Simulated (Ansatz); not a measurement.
Worked example: self-consistent single point of VCu3Se4 (Cm, 8 atoms in the cell) in Ansatz (a first-principles code).

Method of the run: LDA (PW92), default PAW files made with PBE (plane waves; Ansatz).

The change in words: 1 x 1 x 1 supercell, one Se atom moved by 0.02 angstrom along z; scf.occupations.method: fixed → fermi_dirac; scf.occupations.width: default → 0.05 eV. Reference geometry:
```xyz
8
Lattice="5.6030 0.0000 0.0000 0.0000 5.6030 0.0000 0.0000 0.0000 5.6030" Properties=species:S:1:pos:R:3 pbc="T T T"
V      0.0000     0.0000     0.0000
Cu     0.0000     2.8015     0.0000
Cu     2.8015     0.0000     0.0000
Cu     0.0000     0.0000     2.8015
Se     1.3634     1.3634     1.3634
Se     1.3634     4.2396     4.2396
Se     4.2396     4.2396     1.3634
Se     4.2396     1.3634     4.2396
```

Reference input (self-consistent single point, DFT, LDA (PW92), plane waves, default PAW files made with PBE): basis.ecutwfc = 420 eV; kpoints.mp_grid.grid = 5 5 5; hamiltonian.xc = lda; hamiltonian.pseudopotentials = {kind: paw} (the program's default PAW files); scf.occupations.method = fixed. This run's input differs from it in these lines:

Ansatz 0.2 input:
```diff
@@ -12,3 +12,3 @@
     - { symbol: Se, position_ang: [1.363445, 1.363445, 1.363445] }
-    - { symbol: Se, position_ang: [1.363445, 4.239601, 4.239601] }
+    - { symbol: Se, position_ang: [1.363445, 4.239601, 4.259598] }
     - { symbol: Se, position_ang: [4.239601, 4.239601, 1.363445] }
@@ -23,3 +23,3 @@
 scf:
-  occupations: { method: fixed }
+  occupations: { method: fermi_dirac, width: 0.05 }
 output:
```

The program printed (abridged):

```
SCF iter   1: F=—  HF=-44064.060199 eV  |F-HF|=—  |Δ(HF+E_count)|=         —  Δρ=1.07e-2  dr2=8.84e-2  ethr=1.77e-3  ⟨swp⟩=5.9  Hψ=11298  notcnv=0  defer=19
all-band conjugate gradients solve this SCF's bands
preconditioner: auto → Resta (q_TF=auto, 2.607 Å⁻¹)
SCF iter   2: F=—  HF=-44064.066912 eV  |F-HF|=—  |Δ(HF+E_count)|=   6.71e-3  Δρ=1.09e-2  dr2=1.78e-1  ethr=6.59e-5  ⟨swp⟩=2.0  Hψ=6658  notcnv=0  defer=167
   [... lines left out ...]
SCF iter   8: F=—  HF=-44064.038845 eV  |F-HF|=—  |Δ(HF+E_count)|=   4.20e-7  Δρ=4.43e-5  dr2=2.46e-6  ethr=1.52e-8  ⟨swp⟩=1.8  Hψ=3091  notcnv=0  defer=167
SCF iter   9: F=—  HF=-44064.038844 eV  |F-HF|=—  |Δ(HF+E_count)|=   1.77e-7  Δρ=3.02e-5  dr2=1.45e-6  ethr=1.84e-9  ⟨swp⟩=2.0  Hψ=5482  notcnv=0  defer=167
SCF iter  10: F=—  HF=-44064.038844 eV  |F-HF|=—  |Δ(HF+E_count)|=   1.44e-7  Δρ=1.23e-5  dr2=2.32e-7  ethr=1.08e-9  ⟨swp⟩=1.1  Hψ=2995  notcnv=0  defer=167
SCF iter  11: F=-44064.038844 eV  HF=-44064.038844 eV  |F-HF|=3.48e-8  |Δ(HF+E_count)|=   1.51e-8  Δρ=4.20e-6  dr2=3.73e-8  ethr=7.46e-11  ⟨swp⟩=8.7  Hψ=12565  notcnv=0
SCF 1 converged in 11 iterations: F = -44064.038844 eV  dr2 = 3.73e-8
Free energy (F): -44064.038844 eV
Internal energy: -44064.038827 eV  (E = F + TS)
E sigma→0 (E₀):  -44064.038836 eV
Entropy (-TS):   -0.000017 eV (-0.002 meV/atom)
Fermi energy:    8.316924 eV
--- Forces (eV/Å), atoms counted from 1 ---
  atom   1  V     -0.03863379     0.03863379     0.07482989
  atom   2  Cu    -0.02085058    -0.02090926     0.03058728
  atom   3  Cu     0.02090926     0.02085058     0.03058728
  atom   4  Cu     0.01203042    -0.01203042     0.01454626
  atom   5  Se    -0.30409347    -0.30059796    -0.28714549
  atom   6  Se    -0.27402671     0.27402671     0.13229665
  atom   7  Se     0.30059796     0.30409347    -0.28714549
  atom   8  Se     0.30406240    -0.30406240     0.29144797
--- Stress (GPa, compression-positive) ---
       -5.138259       0.012591      -0.115590
        0.012591      -5.138259       0.115590
       -0.115590       0.115590      -5.076677
  P = ⅓ Tr σ = -5.1177 GPa (-51.177 kbar)
  The stress holds the Pulay correction. Without it, at fixed plane waves, as pw.x and ABINIT print it: P = -5.1641 GPa
```

The run converged in 11 iterations. Against the reference run the free energy hardly moves (within 1 meV/atom), the pressure goes from -5.25 to -5.12 GPa, the largest force hardly changes (0.526 to 0.519 eV/Å) and the gap on the mesh moves little (0.956 to 0.948 eV).

The starting cell comes from a database of computed structures (which also holds hypothetical and non-ambient phases and stackings), without a prior relaxation at this level. Its lattice was rescaled by up to half a per cent. For this run, on top of that: 1 x 1 x 1 supercell, one Se atom moved by 0.02 angstrom along z. With a pressure of about -5 GPa the cell is away from its equilibrium volume at this level. Ansatz's pressure includes its estimate of the finite-basis (Pulay) stress.

Cost on one core of a shared machine: roughly 70 s.
